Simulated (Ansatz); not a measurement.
A constructed model of the (0001) surface of hcp Os, a pseudomorphic layer of Zn in the host's stacking (bottom of the slab: a bare face, its two planes held)

Computed with PBE (plane waves to 420 eV, PAW; Ansatz, a first-principles code).

Model: 7-atom slab, 13.1 Å thick at the start, 16x16x1 mesh, Fermi-Dirac 0.1 eV, dipole correction, 2 atoms held, the rest relaxed; symmetry of the start imposed; no spin, no spin-orbit, no U. It is one candidate, not shown to be the stable structure of the face.

```
Quantity                                        Value
-----------------------------  ----------------------
work function of the top face                 4.57 eV
energy released by relaxation                0.039 eV
cost                           roughly 4 core-minutes
```
